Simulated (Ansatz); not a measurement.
Slab thickness and the (110) surface of rutile TiO2: the same face, mesh and vacuum, all atoms relaxed in the 1x1 cell under the symmetry of the ideal cut; the real face may buckle or reconstruct.

Host crystal: rutile TiO2, with a band gap (PBE, scalar-relativistic without spin-orbit coupling).

These are PBE (plane waves to 420 eV, PAW; Ansatz, a first-principles code) values and carry that method's errors.

```tsv
atoms	thickness (Å)	γ (J/m²)	work function, top face (eV)	rough cost
12	6.0	[?]	–	very roughly 100 core-seconds
18	9.0	[?]	–	very roughly 3 core-minutes
24	12.7	0.33	–	around 11 core-minutes (rough)
30	15.7	0.52	–	about 14 core-minutes (a rough figure)
36	19.3	0.35	–	very roughly 22 core-minutes
48	25.9	0.36	–	about 40 core-minutes (a rough figure)
```

Problem. Complete the blanks.

Solution. 
- 12, γ (J/m²): 0.27
- 18, γ (J/m²): 0.68
